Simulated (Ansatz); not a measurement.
Base system: SiO$_{2}$ in the rutile structure (space group P4_2/mnm, No. 136; a = 4.155 Å, c = 2.661 Å). Axes: x, y, z lie along a, b, c of the conventional cell.

The values are results of Ansatz (a program for electronic structure), LDA, PAW, cutoff 420 eV, scalar-relativistic without spin-orbit coupling, not measurements.

Base values:

| Property | Value |
|---|---|
| Electron mass | 0.40 mₑ along c, 0.52 mₑ across (at Γ) |
| Hole mass | 1.7 mₑ along c, 1.1 mₑ across (at Γ) |
| Valley order | Γ 5.81 eV; A (1/2, 1/2, 1/2) 7.19 eV |

Perturbation: the cell is stretched by 2.40 % along x with no lateral relaxation; the atoms relax in the strained cell.

Question: What does the calculation give for the energy relative to the base after the change?

Answer: The energy goes up by 6.0 meV/atom.

Question: Predict the new electron mass.

Answer: The electron mass goes from 0.40 mₑ along c, 0.52 mₑ across (at Γ) to 0.47 mₑ along x, 0.52 mₑ along y, 0.39 mₑ along z (at Γ).

Question: Predict the new hole mass.

Answer: The hole mass changes from 1.7 mₑ along c, 1.1 mₑ across (at Γ) to 0.93 mₑ along x, 1.3 mₑ along y, 1.9 mₑ along z (at Γ).

Question: What does the calculation give for the stress after the change?

Answer: The stress (xx, yy, zz, yz, xz, xy; compression positive) comes out as (-10.15, -4.60, -4.53, 0.00, 0.00, 0.00) GPa.

Question: What happens to the valley order?

Answer: The valley order (the lowest conduction-band minima on the path, energy above the VBM, named in the base's zone) goes from Γ 5.81 eV; A (1/2, 1/2, 1/2) 7.19 eV to Γ 5.49 eV; A (1/2, 1/2, 1/2) 6.99 eV.

The levels and masses belong to the bands next to the band gap. Masses are band curvatures over ±0.01 Å⁻¹ around the edge. Whether these cells are dynamically stable was not tested.
